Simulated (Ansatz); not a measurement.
# TiO2, pressure series

Start from TiO$_{2}$ in the rutile structure (space group P4_2/mnm, No. 136; a = 4.591 Å, c = 2.939 Å).

Cell and atoms are relaxed at each pressure.

Calculations: PBEsol in Ansatz (plane waves to 420 eV, PAW, without spin-orbit coupling).

```tsv
P (GPa)	V (Å³/atom)
-2.00	10.421
-1.00	10.372
0.29	10.312
0.69	10.294
1.50	10.257
3.00	10.192
5.00	10.109
7.50	10.010
10.00	9.917
```

Task: Fit a third-order Birch–Murnaghan equation of state.

Result: Least squares on P(V) = (3B₀/2)[(V₀/V)^(7/3) − (V₀/V)^(5/3)]·[1 + (3/4)(B₀′ − 4)((V₀/V)^(2/3) − 1)] gives V₀ = 10.33 Å³/atom, B₀ = 223 GPa and B₀′ = 5.1.

Between the base and pressure 10 GPa the gap moves from 1.87 eV to 1.90 eV, a mean slope of 3.5 meV/GPa.

Load acts through the strain it causes; cell and atoms are relaxed under it. Whether these cells are dynamically stable was not tested. No other phases were tried under pressure. All final runs are without spin polarisation.

Ansatz is a program for electronic structure.
